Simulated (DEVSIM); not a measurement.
Structure: abrupt Ge n-p junction, at 300 K.

Layer 1 from the left is Ge, thickness (μm) 3.70, Nd (cm⁻³) 1.4e18, τn (s) 0.00071, τp (s) 0.00071. Layer 2 from the left is Ge, thickness (μm) 20.0, Na (cm⁻³) 1.4e15, τn (s) 0.00071, τp (s) 0.00071.

Left contact: ohmic. Right contact: ohmic. Voltage is applied to the left contact. Recombination: SRH at mid-gap, radiative. Mobility is μmin + (μ − μmin)/(1 + (N/Nref)^α).

This is a model device: material constants are rounded textbook-type values typed into the input, and sizes, dopings and lifetimes were drawn at random. Values at 300 K.

Ge: gap (eV) 0.664, affinity (eV) 4, permittivity 16, Nc (cm⁻³) 1.04e19, Nv (cm⁻³) 6e18, μn (cm²/Vs) 3900, μp (cm²/Vs) 1900, μn,min 150, μp,min 100, Nref,n 2.6e17, Nref,p 4e17, αn 0.56, αp 0.6, B (cm³/s) 6.4e-14.

Q: Estimate by hand the built-in potential, the peak field at zero bias, and compare with a numerical solution.

A: 
- Built-in potential: ni = √(Nc Nv) exp(−Eg/2kT) = 2.09e13 cm⁻³ with Eg = 0.664 eV; Vbi = kT/q ln(Na Nd/ni²) = 0.396 V; numerical 0.396 V.
- Peak field at zero bias: depletion approximation: W = √(2εVbi/(qN)) = 0.708 μm with N = 1.40e15 cm⁻³; field = 2Vbi/W = 11200 V/cm; numerical 55500 V/cm (estimate below by 80 %).

Simulated with DEVSIM: 1D drift-diffusion, Boltzmann statistics, complete ionisation; no tunnelling, impact ionisation, image-force lowering or self-heating.
